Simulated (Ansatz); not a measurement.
Take Au in the fcc (Cu type) structure (space group Fm-3m, No. 225; relaxed with 0.1 eV smearing) as the base.

```
CELL_PARAMETERS angstrom
      0.00000     2.06226     2.06226
      2.06226     0.00000     2.06226
      2.06226     2.06226     0.00000
ATOMIC_POSITIONS crystal
  Au 0.00000 0.00000 0.00000
```

Cartesian axes are those of the cell as printed.

The values are results of Ansatz (a program for electronic structure) r2SCAN, no spin-orbit coupling, not measurements.

The change: biaxial strain +1.50 %, plane normal [001], relaxed out of plane (Cartesian); in-plane vectors clamped, the third vector and the atoms free.

Question: Estimate the effect on the out-of-plane strain.

Answer: The out-of-plane strain is -2.67 %.

Question: How does this affect the in-plane stress?

Answer: The mean in-plane stress (compression positive) amounts to -0.6 GPa.

Whether these cells are dynamically stable was not tested.
